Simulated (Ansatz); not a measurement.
Here is the system:

```yaml
crystal:
  lattice:
    - [3.33735, 0.00000, 0.00000]
    - [-1.66867, 2.89023, 0.00000]
    - [0.00000, 0.00000, 5.02760]
  atoms:
    - { symbol: Zn, position: [0.33333, 0.66667, 0.98894] }
    - { symbol: Zn, position: [0.66667, 0.33333, 0.48894] }
    - { symbol: O, position: [0.33333, 0.66667, 0.38606] }
    - { symbol: O, position: [0.66667, 0.33333, 0.88606] }
```

Calculation: PBE with spin-orbit coupling, rigid bands (plane waves, PAW; Ansatz, a program for electronic structure). Condition of this run: biaxial stress in the c plane of -6.6 GPa (compression positive) (the target of the relaxation). Geometry: cell and atoms relaxed with PBEsol, then loaded as said.

Task: What conductivity effective mass do dilute electrons have at 300 K?

Result: 0.159 (x), 0.159 (y), 0.175 (z) mₑ.

Task: Predict the hole conductivity mass (n e² τ/σ) at 300 K, by direction if it differs.

Result: 1.78 (x), 1.78 (y), 3.3 (z) mₑ.

Task: And the band gap?

Result: 0.81 eV at this level; semilocal functionals usually fall short of the measured gap.

Rigid bands, one relaxation time for all states, no polarons. Geometry: cell and atoms relaxed with PBEsol.
